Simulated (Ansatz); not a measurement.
Input and output of a self-consistent single point for ZrAs (P6_3/mmc, 8 atoms in the cell) (Ansatz, a program for electronic structure).

Computed with PBEsol, PAW files made with PBE (plane waves; Ansatz).

```yaml
crystal:
  lattice:
    - [3.87005, 0.00000, 0.00000]
    - [-1.93502, 3.35156, 0.00000]
    - [0.00000, 0.00000, 13.02050]
  atoms:
    - { symbol: Zr, position: [0.33333, 0.66667, 0.11654] }
    - { symbol: Zr, position: [0.66667, 0.33333, 0.88346] }
    - { symbol: Zr, position: [0.66667, 0.33333, 0.61654] }
    - { symbol: Zr, position: [0.33333, 0.66667, 0.38346] }
    - { symbol: As, position: [0.00000, 0.00000, 0.00000] }
    - { symbol: As, position: [0.00000, 0.00000, 0.50000] }
    - { symbol: As, position: [0.33333, 0.66667, 0.75000] }
    - { symbol: As, position: [0.66667, 0.33333, 0.25000] }
```

Reference input (self-consistent single point, DFT, PBEsol, plane waves, PAW files made with PBE): basis.ecutwfc = 30.9 Ry; kpoints.mp_grid.grid = 5 5 2; hamiltonian.xc = pbesol; hamiltonian.pseudopotentials = {kind: paw} (an earlier, softer set of the program's PAW files); scf.occupations.method = gaussian; scf.occupations.width = 0.0073 Ry. This run's input differs from it in these lines:

Ansatz 0.2 input:
```diff
@@ -18,3 +18,3 @@
 kpoints:
-  mp_grid: { grid: [5, 5, 2] }
+  mp_grid: { grid: [6, 6, 2] }
 hamiltonian:
```

Log, with long lists cut:

```
SCF iter   1: F=—  HF=-35777.508871 eV  |F-HF|=—  |Δ(HF+E_count)|=         —  Δρ=4.05e-2  dr2=3.79e0  ethr=3.10e-3  ⟨swp⟩=5.8  Hψ=3255  notcnv=0
all-band conjugate gradients solve this SCF's bands
preconditioner: auto → Kerker (q_TF=auto, 2.532 Å⁻¹)
SCF iter   2: F=—  HF=-35776.689645 eV  |F-HF|=—  |Δ(HF+E_count)|=   8.19e-1  Δρ=2.27e-2  dr2=1.14e0  ethr=3.10e-3  ⟨swp⟩=2.2  Hψ=1271  notcnv=0  defer=54
   [... lines left out ...]
SCF iter   7: F=—  HF=-35776.321545 eV  |F-HF|=—  |Δ(HF+E_count)|=   2.70e-5  Δρ=6.16e-5  dr2=1.03e-5  ethr=1.58e-7  ⟨swp⟩=2.0  Hψ=1562  notcnv=0  defer=60
SCF iter   8: F=—  HF=-35776.321533 eV  |F-HF|=—  |Δ(HF+E_count)|=   1.22e-5  Δρ=2.44e-5  dr2=2.42e-6  ethr=9.52e-9  ⟨swp⟩=2.0  Hψ=1587  notcnv=0  defer=60
SCF iter   9: F=—  HF=-35776.321530 eV  |F-HF|=—  |Δ(HF+E_count)|=   2.58e-6  Δρ=9.59e-6  dr2=2.44e-7  ethr=2.24e-9  ⟨swp⟩=2.0  Hψ=1549  notcnv=0  defer=60
SCF iter  10: F=-35776.321530 eV  HF=-35776.321530 eV  |F-HF|=7.87e-9  |Δ(HF+E_count)|=   5.76e-8  Δρ=2.11e-6  dr2=1.23e-8  ethr=9.26e-11  ⟨swp⟩=10.8  Hψ=4154  notcnv=0
SCF 1 converged in 10 iterations: F = -35776.321530 eV  dr2 = 1.23e-8
Free energy (F): -35776.321530 eV
Internal energy: -35776.312175 eV  (E = F + TS)
E sigma→0 (E₀):  -35776.316853 eV
Entropy (-TS):   -0.009355 eV (-1.169 meV/atom)
Fermi energy:    12.981042 eV
--- Forces (eV/Å), atoms counted from 1 ---
  atom   1  Zr     0.00000000     0.00000000    -0.06595328
  atom   2  Zr    -0.00000000    -0.00000000     0.06595328
  atom   3  Zr    -0.00000000    -0.00000000    -0.06595328
  atom   4  Zr     0.00000000     0.00000000     0.06595328
  atom   5  As    -0.00000000     0.00000000    -0.00000000
  atom   6  As     0.00000000     0.00000000     0.00000000
  atom   7  As     0.00000000     0.00000000     0.00000000
  atom   8  As    -0.00000000    -0.00000000     0.00000000
--- Stress (GPa, compression-positive) ---
       -7.039436      -0.000000       0.000000
       -0.000000      -7.039436       0.000000
        0.000000       0.000000      -6.684141
  P = ⅓ Tr σ = -6.9210 GPa (-69.210 kbar)
  The stress holds the Pulay correction. Without it, at fixed plane waves, as pw.x and ABINIT print it: P = -6.9356 GPa
```

The run converged in 10 iterations. Against the reference run the free energy goes down by 8.2 meV/atom, the pressure hardly changes (-6.87 to -6.92 GPa) and the largest force goes from 0.183 to 0.066 eV/Å.

The starting cell comes from a database of computed structures (which also holds hypothetical and non-ambient phases and stackings), without a prior relaxation at this level. Its lattice was rescaled by a random factor within 2.5 % of one. With a pressure of about -7 GPa the cell is away from its equilibrium volume at this level. Ansatz's pressure includes its estimate of the finite-basis (Pulay) stress.
